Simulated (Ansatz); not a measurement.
SiO2: pressure 30 GPa

The reference is SiO$_{2}$ in the rutile structure (space group P4_2/mnm, No. 136; a = 4.2359 Å, c = 2.6899 Å).

It is then changed as follows: cell and atoms relaxed at a pressure of 30 GPa.

Method: PBE/PAW in Ansatz (a first-principles code), scalar-relativistic without spin-orbit coupling, earlier PAW set. Settings: 8×8×12 k-points, 0.05 eV Fermi–Dirac smearing.

The density goes up by 0.392 g/cm³ to 4.53 g/cm³ and the lattice parameter a decreases by 0.149 Å, from 4.236 Å to 4.087 Å. The c/a ratio rises by 0.011 to 0.646 and the shortest interatomic distance drops by 0.0332 Å (1.774 Å → 1.740 Å). The band gap goes up by 1.45 eV (5.05 eV → 6.50 eV) and the gap character is still direct at Γ. The mean gap deformation potential ΔEg/Δln V amounts to -16.0 eV and the width of the top valence band increases by 0.29 eV to 2.85 eV. The valence-band top at Γ (three highest levels, from the VBM) changes from 0.00, -0.85, -0.85 eV to 0.00, -0.94, -0.94 eV and the valley order (the lowest conduction-band minima on the path, energy above the VBM, named in the base's zone) becomes Γ 6.50 eV; A (1/2, 1/2, 1/2) 7.76 eV (base: Γ 5.05 eV; A (1/2, 1/2, 1/2) 6.85 eV).

Final structure:

```
SiO2
1.0
    4.08687     0.00000     0.00000
    0.00000     4.08687     0.00000
    0.00000     0.00000     2.63926
Si O
2 4
Direct
  0.50000   0.50000   0.50000
  0.00000   0.00000   0.00000
  0.80366   0.80366   0.50000
  0.30366   0.69634   0.00000
  0.69634   0.30366   0.00000
  0.19634   0.19634   0.50000
```

Load acts through the strain it causes; cell and atoms are relaxed under it. Whether these cells are dynamically stable was not tested. Competing high-pressure phases were not computed.
